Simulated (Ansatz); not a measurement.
The parent structure is Ir in the fcc (Cu type) structure (space group Fm-3m, No. 225; relaxed with 0.1 eV smearing).

```xyz
1
Lattice="0.0000 1.9155 1.9155 1.9155 0.0000 1.9155 1.9155 1.9155 0.0000" Properties=species:S:1:pos:R:3 pbc="T T T"
Ir     0.0000     0.0000     0.0000
```

Cartesian axes are those of the cell as printed.

The values are results of PBEsol (Ansatz, an electronic-structure program, PAW, spin-orbit coupling left out), not measurements.

Before the change:

| Property | Result |
|---|---|
| Pressure | 0.0 GPa |

Modification: the cell is stretched by 5.96 % along x with no lateral relaxation, atoms relaxed at fixed cell.

Q: What happens to the pressure?

A: The pressure (mean of the normal stresses, compression positive) goes from zero to -18.5 GPa.

Q: Predict the new energy relative to the base.

A: The energy rises by 88 meV/atom.

The cells carry an imposed strain or load. No phonon test of stability was made. The final runs are not spin-polarised.
